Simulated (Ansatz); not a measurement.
System: spinel FeAl₂O₄. Method: PBEsol (Ansatz, a quantum-chemistry and plane-wave program, PAW).

Numerical settings: plane-wave cutoff 520 eV, 12×12×12 k mesh, Fermi–Dirac smearing 0.05 eV, spin-polarised with parallel moments, scalar-relativistic PAW data made under PBE.

A third-order Birch–Murnaghan fit to the energies gives V0 = 9.596 Å³/atom, B0 = 201 GPa, B′ = 4.2.

| V (Å³/atom) | P (GPa) |
|---|---|
| 9.212 | ___ |
| 9.404 | 4.25 |
| 9.596 | 0.01 |
| 9.787 | -3.81 |
| 9.979 | ___ |

### Question
Estimate the withheld pressures from this fit; the answers are the runs' own values.

### Answer

- 9.212, P (GPa): 8.95
- 9.979, P (GPa): -7.25

The formula P = (3/2) B0 (x^(7/3) − x^(5/3)) [1 + (3/4)(B′ − 4)(x^(2/3) − 1)] with x = V0/V meets the computed pressures within 0.02 GPa when these rounded values are put in.

Note: the magnetic order was assumed, not searched for or taken from measurement; functionals without U or exact exchange can leave correlated insulators metallic, so the missing gap need not be real.

It cost about 40 core-minutes (a rough figure) of CPU time.
